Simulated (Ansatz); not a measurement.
What uniaxial strain ε_zz = −2.40 % does to WSe2

The parent structure is WSe$_{2}$ (space group P6_3/mmc, No. 194; a = 3.2790 Å, c = 12.7862 Å; layered, stacked along the Cartesian z axis). Axes: x lies along a and z along c of the hexagonal cell.

One thing is altered: the cell is compressed by 2.40 % along z with no lateral relaxation; the atoms relax in the strained cell.

All numbers come from PBE-D3(BJ) (Ansatz, a program for electronic structure, PAW, no spin-orbit coupling). k-mesh 12×12×3 (Γ-centred); smearing 0.05 eV (Fermi–Dirac).

```tsv
quantity	base	changed	shift
volume per atom	19.84 Å³	19.37 Å³	-0.476 Å³
shortest interatomic distance	2.534 Å	2.530 Å	-0.004 Å
energy relative to the base (free energy F)	0 meV/atom	+2.8 meV/atom	+2.8 meV/atom
band gap	0.87 eV	0.75 eV	-0.12 eV
gap character	indirect, Γ → K–Γ (47 % along)	indirect, Γ → K–Γ (47 % along)	–
smallest direct gap	1.57 eV	1.53 eV	-0.04 eV
hole mass	1.3 mₑ along c, 0.70 mₑ across (at Γ)	1.7 mₑ along z, 0.57 mₑ across (at Γ)	–
valence-band top at Γ (three highest levels, from the VBM)	0.00, -0.96, -1.20 eV	0.00, -0.78, -1.29 eV	–
largest internal atomic displacement	–	0.035 Å	–
stress (xx, yy, zz, yz, xz, xy; compression positive)	–	(0.40, 0.40, 2.04, 0.00, 0.00, 0.00) GPa	–
```

Final structure:

```
CELL_PARAMETERS angstrom
      3.27904     0.00000     0.00000
     -1.63952     2.83973     0.00000
      0.00000     0.00000    12.47936
ATOMIC_POSITIONS crystal
  W  0.66667 0.33333 0.75000
  W  0.33333 0.66667 0.25000
  Se 0.66667 0.33333 0.38451
  Se 0.33333 0.66667 0.88451
  Se 0.33333 0.66667 0.61549
  Se 0.66667 0.33333 0.11549
```

Cost of the whole job for the changed cell (relaxation, final SCF and bands): very roughly 120 core-seconds.

Spin-orbit coupling, missing from the scalar runs, can matter with W. Effective masses come from finite differences of ±0.01 Å⁻¹. Stability against distortions was not tested.
